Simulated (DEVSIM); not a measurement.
System: Schottky contact on p-type GaSb, at 300 K.

Layer 1 from the left is GaSb, thickness (μm) 1.50, Na (cm⁻³) 9.4e15, τn (s) 4.2e-10, τp (s) 4.2e-10.

Left contact: Schottky, work function 4.476 eV, emission velocity 8e6 cm/s. Right contact: ohmic. Voltage is applied to the left contact. Recombination: SRH at mid-gap, Auger. Mobility is μmin + (μ − μmin)/(1 + (N/Nref)^α).

The device is made up for the run: typed textbook-type constants, with dimensions and the other settings drawn at random. Values at 300 K.

GaSb: gap (eV) 0.726, affinity (eV) 4.06, permittivity 15.7, Nc (cm⁻³) 2.1e17, Nv (cm⁻³) 1.8e19, μn (cm²/Vs) 5000, μp (cm²/Vs) 850, μn,min 1000, μp,min 190, Nref,n 2.8e17, Nref,p 9e17, αn 1.05, αp 0.65, Cn (cm⁶/s) 5e-30, Cp (cm⁶/s) 5e-30.

Question: Estimate by hand the built-in potential, the peak field at zero bias, the capacitance at 1.5 V, and compare with a numerical solution.

Answer: 
- Built-in potential: barrier φB = 0.310 eV; Vbi = φB − kT/q ln(N_band/N) = 0.115 V; numerical 0.115 V.
- Peak field at zero bias: depletion approximation: W = √(2εVbi/(qN)) = 0.145 μm with N = 9.40e15 cm⁻³; field = 2Vbi/W = 15800 V/cm; numerical 13800 V/cm (estimate above by 14 %).
- Capacitance at 1.5 V: C = √(qεN / 2(Vbi + |V|)) = 25.5 nF/cm²; numerical 25.8 nF/cm² (estimate below by 1.2 %).

Model (solved in DEVSIM): 1D drift-diffusion, Boltzmann statistics, complete ionisation; no tunnelling, impact ionisation, image-force lowering or self-heating. Metal contacts follow the ideal Schottky-Mott rule: no Fermi-level pinning, no interface dipoles.
